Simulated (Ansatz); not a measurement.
Effect of isotropic strain +3.00 % on BN

The parent structure is BN (space group P6_3/mmc, No. 194; a = 2.506 Å, c = 6.615 Å; layered, stacked along the Cartesian z axis).

One thing is altered: an isotropic linear strain of +3.00 %, atoms relaxed at fixed cell.

Level of theory: PBE-D3(BJ), PAW, 420 eV (Ansatz, a quantum-chemistry and plane-wave program; no spin-orbit coupling). Γ-centred 15×15×5 mesh, Fermi–Dirac width 0.05 eV.

The volume per atom increases by 0.83 Å³ (9.00 Å³ → 9.83 Å³) and the energy rises by 51 meV/atom. The pressure (mean of the normal stresses, compression positive) goes from zero to -18.28 GPa and the band gap decreases by 0.106 eV to 4.14 eV (an upper bound: an edge found on the path is not a true extremum; the changed cell).

Stability against distortions was not tested.
